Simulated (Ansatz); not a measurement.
# What Ga → Cu does to GaPt

The parent structure is GaPt (space group P2_13, No. 198; a = 4.903 Å; a cell from a computed database, its experimental status unchecked).

Now apply this change: every Ga is replaced by Cu; the structure is relaxed again.

The values are results of PBEsol (Ansatz, a first-principles code), spin-orbit coupling left out, not measurements. Γ-centred 10×10×10 mesh, Fermi–Dirac width 0.05 eV.

The volume per atom shrinks by 1.16 Å³ (14.73 Å³ → 13.57 Å³) and the density grows by 0.90 g/cm³ (14.93 g/cm³ → 15.83 g/cm³). The lattice parameter a shrinks by 0.133 Å (4.903 Å → 4.770 Å) and the space group remains P2_13 (No. 198). The shortest interatomic distance decreases by 0.067 Å to 2.520 Å and the band gap remains zero.

Final structure:

```yaml
crystal:
  lattice:
    - [4.77016, 0.00000, 0.00000]
    - [0.00000, 4.77016, 0.00000]
    - [0.00000, 0.00000, 4.77016]
  atoms:
    - { symbol: Cu, position: [0.09693, 0.09693, 0.09693] }
    - { symbol: Cu, position: [0.40307, 0.90307, 0.59693] }
    - { symbol: Cu, position: [0.59693, 0.40307, 0.90307] }
    - { symbol: Cu, position: [0.90307, 0.59693, 0.40307] }
    - { symbol: Pt, position: [0.40198, 0.40198, 0.40198] }
    - { symbol: Pt, position: [0.09802, 0.59802, 0.90198] }
    - { symbol: Pt, position: [0.90198, 0.09802, 0.59802] }
    - { symbol: Pt, position: [0.59802, 0.90198, 0.09802] }
```

Cost of the whole job for the changed cell (relaxation, final SCF and bands): very roughly 8 core-minutes.

Whether these cells are dynamically stable was not tested. As relaxed here, CuPt is a hypothetical phase, not in the database extracts checked. All final runs are without spin polarisation.
